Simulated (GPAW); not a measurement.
A self-consistent single point of V₃Si (Pm-3n, 8 atoms in the cell) with GPAW.

Computed with PBEsol, GPAW PAW datasets PBEsol (made by gpaw-setup) (plane waves; GPAW).

```
CELL_PARAMETERS angstrom
      4.61341     0.00000     0.00000
      0.00000     4.61341     0.00000
      0.00000     0.00000     4.61341
ATOMIC_POSITIONS crystal
  V  0.25000 0.00000 0.50000
  V  0.75000 0.00000 0.50000
  V  0.50000 0.75000 0.00000
  V  0.50000 0.25000 0.00000
  V  0.00000 0.50000 0.75000
  V  0.00000 0.50000 0.25000
  Si 0.00000 0.00000 0.00000
  Si 0.50000 0.50000 0.50000
```
Moments meant for the start (each program seeds them in its own way; μB, in the order of the atoms V V V V V V Si Si): 2.0 2.0 2.0 2.0 2.0 2.0 0.0 0.0.

Reference input (self-consistent single point, DFT PBE, plane waves, GPAW PAW datasets PBE (gpaw-data 1.0.1)): spinpol = true; mode = pw; ecut = 800 eV; xc = PBE; kpts = 5 5 5; mesh shift (steps) = 0 0 0; occupations.name = fermi-dirac; occupations.width = 0.1 eV; nbands = -14; convergence.density = 1e-05 e/electron; convergence.energy = 1e-05 eV/electron; symmetry.symmorphic = false. This run's input differs from it in these lines:

```diff
@@ -22,3 +22,3 @@
             mode={'name': 'pw', 'ecut': 800},
-            xc='PBE',
+            xc='PBEsol',
             kpts=(5, 5, 5),
```

Its files differ too (potentials: GPAW PAW datasets PBEsol (made by gpaw-setup)).

Log, with long lists cut:

```
     iter     time        total  log10-change:  magmom
                         energy   eigst   dens
iter:   1 --:--:--   -68.233856                   +12.0382
iter:   2 --:--:--   -70.664479   -0.10  -1.43    +6.5594
iter:   3 --:--:--   -71.160194   -0.78  -1.42    +1.3584
iter:   4 --:--:--   -71.854930   -0.34  -1.44    +0.4211
iter:   5 --:--:--   -71.823159   -1.51  -1.61    +0.1655
   [... 2 lines left out ...]
iter:   8 --:--:--   -70.301230   -1.24  -1.86    +0.0861
iter:   9 --:--:--   -70.329161   -2.27  -2.30    +0.0730
iter:  10 --:--:--   -70.297838   -2.49  -2.39    +0.0371
   [... lines left out ...]
iter:  15 --:--:--   -70.298514c  -4.75  -3.83    -0.0002
iter:  16 --:--:--   -70.298415c  -5.84  -3.76    -0.0001
iter:  17 --:--:--   -70.298241c  -5.48  -3.86    -0.0001
iter:  18 --:--:--   -70.298249c  -6.82  -4.19    -0.0001
iter:  19 --:--:--   -70.298248c  -7.51c -4.25    -0.0000
iter:  20 --:--:--   -70.298297c  -6.57  -4.31    -0.0000
iter:  21 --:--:--   -70.298271c  -7.19  -4.43    -0.0000
iter:  22 --:--:--   -70.298267c  -7.78c -4.55    -0.0000
iter:  23 --:--:--   -70.298314c  -6.60  -4.57    -0.0000
iter:  24 --:--:--   -70.298283c  -7.06  -4.59    -0.0000
iter:  25 --:--:--   -70.298278c  -7.64c -5.35c   -0.0000
Converged after 25 iterations.

Dipole moment: (0.000000, -0.000000, 0.000000) |e|*Ang

Total magnetic moment: (0.000000, 0.000000, -0.000004)
Local magnetic moments:
   0 V  ( 0.000000,  0.000000, -0.000000)
   1 V  ( 0.000000,  0.000000, -0.000000)
   2 V  ( 0.000000,  0.000000, -0.000000)
   3 V  ( 0.000000,  0.000000, -0.000000)
   4 V  ( 0.000000,  0.000000, -0.000000)
   5 V  ( 0.000000,  0.000000, -0.000000)
   6 Si ( 0.000000,  0.000000, -0.000000)
   7 Si ( 0.000000,  0.000000, -0.000000)

Energy contributions relative to reference atoms: (reference = -170499.824667)

Kinetic:        +17.113899
Potential:      -11.314864
External:        +0.000000
XC:             -76.744872
Entropy (-ST):   -0.351639
Local:           +0.823379
SIC:             +0.000000
--------------------------
Free energy:    -70.474097
   [... lines left out ...]
Fermi level: 10.56268
No gap
   [... lines left out ...]
  2 V    -0.00000    0.00000    0.00000
  3 V    -0.00000    0.00000    0.00000
  4 V    -0.00000   -0.00000    0.00000
  5 V    -0.00000   -0.00000    0.00000
  6 Si    0.00000    0.00000    0.00000
  7 Si    0.00000    0.00000    0.00000

Stress tensor:
    -0.045736     0.000000     0.000000
     0.000000    -0.045736     0.000000
     0.000000     0.000000    -0.045736
Stress (GPa, Voigt): [-7.3277 -7.3277 -7.3277  0.      0.      0.    ]
```

The run converged in 25 iterations. GPAW prints stress with tension positive. Against the reference run the pressure goes from 14.22 to 7.33 GPa.

The starting cell comes from a database of computed structures (which also holds hypothetical and non-ambient phases and stackings), without a prior relaxation at this level. Its lattice was rescaled by a random factor within 2.5 % of one. The starting moments vanished: the run ended non-magnetic, which need not be the lowest state. With a pressure of about 7 GPa the cell is away from its equilibrium volume at this level.

Cost on one core of a shared machine: roughly 4 min.
